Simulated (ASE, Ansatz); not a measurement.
A thermal frame of composition TiSi, cell Ti24Si24, held well above this temperature first [in the CHGNet run: it was liquid; mean temperature 2318 K (target 2310 K); density 3.72 g/cm³, volume +6 % from the start cell's; mean pressure 1.2 GPa against a target of 0], from MD with the machine-learned potential CHGNet 0.3.0 in ASE at 2310 K. All values below come from PBEsol (plane waves, PAW; Ansatz, a first-principles code).

- plane-wave cutoff = 420 eV
- k-points = one point, (1/4, 1/4, 1/4)
- Fermi-Dirac width = 0.199 eV
- spin = not polarised; no spin-orbit coupling

A check of the k-sampling: on the last frame of the same run a denser mesh moved the PBE forces by 0.044 eV/Å rms, the static pressure by 0.01 GPa and the free energy by 2 meV/atom.

```yaml
crystal:
  lattice:
    - [9.33725, 0.00000, 0.00000]
    - [0.00000, 9.33725, 0.00000]
    - [0.00000, 0.00000, 9.33725]
  atoms:
    - { symbol: Ti, position: [0.10491, 0.74973, 0.25866] }
    - { symbol: Ti, position: [0.42699, 0.68223, 0.28415] }
    - { symbol: Ti, position: [0.02295, 0.28209, 0.98565] }
    - { symbol: Ti, position: [0.98560, 0.48146, 0.40429] }
    - { symbol: Ti, position: [0.34684, 0.49485, 0.97604] }
    - { symbol: Ti, position: [0.91818, 0.57457, 0.69206] }
    - { symbol: Ti, position: [0.18499, 0.37356, 0.66394] }
    - { symbol: Ti, position: [0.36618, 0.78869, 0.80008] }
    - { symbol: Ti, position: [0.28511, 0.08198, 0.92939] }
    - { symbol: Ti, position: [0.30211, 0.23573, 0.22350] }
    - { symbol: Ti, position: [0.57984, 0.99127, 0.08145] }
    - { symbol: Ti, position: [0.67297, 0.42031, 0.55714] }
    - { symbol: Ti, position: [0.73111, 0.42593, 0.89354] }
    - { symbol: Ti, position: [0.92538, 0.64508, 0.05399] }
    - { symbol: Ti, position: [0.77367, 0.68217, 0.30732] }
    - { symbol: Ti, position: [0.78649, 0.06259, 0.87315] }
    - { symbol: Ti, position: [0.47393, 0.29962, 0.75414] }
    - { symbol: Ti, position: [0.67895, 0.80470, 0.61305] }
    - { symbol: Ti, position: [0.16010, 0.92194, 0.64486] }
    - { symbol: Ti, position: [0.54811, 0.12117, 0.50593] }
    - { symbol: Ti, position: [0.04801, 0.20050, 0.49313] }
    - { symbol: Ti, position: [0.29956, 0.99074, 0.37841] }
    - { symbol: Ti, position: [0.22204, 0.70228, 0.52035] }
    - { symbol: Ti, position: [0.27709, 0.43865, 0.40005] }
    - { symbol: Si, position: [0.97099, 0.72207, 0.48877] }
    - { symbol: Si, position: [0.58355, 0.54330, 0.09894] }
    - { symbol: Si, position: [0.07256, 0.12648, 0.77179] }
    - { symbol: Si, position: [0.12449, 0.47329, 0.15525] }
    - { symbol: Si, position: [0.87986, 0.27841, 0.69530] }
    - { symbol: Si, position: [0.07261, 0.02728, 0.15317] }
    - { symbol: Si, position: [0.68752, 0.75417, 0.90368] }
    - { symbol: Si, position: [0.54822, 0.58254, 0.79218] }
    - { symbol: Si, position: [0.81820, 0.90950, 0.13895] }
    - { symbol: Si, position: [0.29849, 0.13841, 0.61093] }
    - { symbol: Si, position: [0.52704, 0.38268, 0.35210] }
    - { symbol: Si, position: [0.09611, 0.80721, 0.92785] }
    - { symbol: Si, position: [0.57582, 0.89530, 0.33800] }
    - { symbol: Si, position: [0.81170, 0.39288, 0.13541] }
    - { symbol: Si, position: [0.43541, 0.55205, 0.58702] }
    - { symbol: Si, position: [0.78752, 0.02614, 0.47340] }
    - { symbol: Si, position: [0.53530, 0.27257, 0.99141] }
    - { symbol: Si, position: [0.33097, 0.79560, 0.06774] }
    - { symbol: Si, position: [0.53222, 0.01030, 0.80097] }
    - { symbol: Si, position: [0.00766, 0.97373, 0.39277] }
    - { symbol: Si, position: [0.10379, 0.54499, 0.86240] }
    - { symbol: Si, position: [0.81412, 0.27043, 0.41666] }
    - { symbol: Si, position: [0.92929, 0.87926, 0.69514] }
    - { symbol: Si, position: [0.44381, 0.88522, 0.59120] }
```

Problem. Give the forces on atoms 6, 7, 9, 10, 11, 13, 15, 16, 17, 18, 20, 22, 24, 25, 29, 35 (eV/Å), the static pressure (no kinetic part).

Solution. 
```tsv
atom	Fx Fy Fz
Ti6	-1.543 -0.407 0.543
Ti7	-0.688 1.422 1.693
Ti9	0.388 -0.085 0.368
Ti10	0.206 0.236 -1.541
Ti11	-2.108 -0.316 -0.599
Ti13	0.671 -0.200 -1.041
Ti15	-1.242 0.004 0.027
Ti16	-0.012 0.115 -0.029
Ti17	-0.172 0.255 -2.561
Ti18	1.232 -0.376 0.195
Ti20	0.682 1.413 -0.792
Ti22	-0.369 -0.870 -1.151
Ti24	-1.021 0.253 0.103
Si25	-1.448 1.667 -0.161
Si29	-0.172 1.004 0.618
Si35	0.151 -0.290 -1.577
```
- static pressure (no kinetic part) = -2.39 GPa
